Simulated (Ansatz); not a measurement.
For Ti₃Al (model structure, started from the D019 type, P6₃/mmc, No. 194, 8 atoms in the cell), PBE (PAW; Ansatz, a program for electronic structure) gives:

lattice parameter a: 5.759 Å
lattice parameter c: 4.656 Å

Problem. What does PBE-D3(BJ) (plane waves, PAW; Ansatz) give for the same quantities?

Solution. 
- lattice constant a: 5.663 Å (shrinks by 1.7 %)
- lattice parameter c: 4.588 Å (drops by 1.5 %)

Changes are worked out from the printed values.

Unless a cell is named, each level is at its own relaxed cell (PBE 16.71, PBE-D3(BJ) 15.93 Å³/atom).

Ansatz's density-functional and Hartree–Fock values are scalar-relativistic unless marked +SOC, with PAW data made under PBE.

A model structure was made by putting elements into a prototype or built by hand; here it ended with the formula and space group of a phase in our tables.
